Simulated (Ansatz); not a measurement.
Consider NbP in the CsCl type structure (space group Pm-3m, No. 221; a hypothetical phase, not in the database extracts checked; relaxed with 0.1 eV smearing).

```yaml
crystal:
  lattice:
    - [3.07933, 0.00000, 0.00000]
    - [0.00000, 3.07933, 0.00000]
    - [0.00000, 0.00000, 3.07933]
  atoms:
    - { symbol: Nb, position: [0.00000, 0.00000, 0.00000] }
    - { symbol: P, position: [0.50000, 0.50000, 0.50000] }
```

Cartesian axes are those of the cell as printed.

Method: PBEsol in Ansatz (plane waves to 420 eV, PAW, no spin-orbit coupling).

Strains are applied to the cell and any free atomic positions relax.

One change was made to it. Results:

```csv
quantity,base,after
energy relative to the base (free energy F),0 meV/atom,+9.5 meV/atom
"pressure (mean of the normal stresses, compression positive)",0.0 GPa,-2.7 GPa
```

Q: Which of these changes matches the shifts?
(A) tensor shear ε_yz = −1.44 %
(B) tensor shear ε_xy = +0.69 %
(C) strain tensor (xx, yy, zz, yz, xz, xy) = (−0.18, +1.94, −0.31, −0.25, −1.29, −0.23) %
(D) uniaxial strain ε_yy = −1.60 %

A: C, strain tensor (xx, yy, zz, yz, xz, xy) = (−0.18, +1.94, −0.31, −0.25, −1.29, −0.23) %. For comparison, the energy relative to the base in the other runs: tensor shear ε_yz = −1.44 % gives +4.9 meV/atom; uniaxial strain ε_yy = −1.60 % gives +4.6 meV/atom; tensor shear ε_xy = +0.69 % gives +1.1 meV/atom.

No phonon test of stability was made. All final runs are without spin polarisation.

Ansatz is an electronic-structure program.
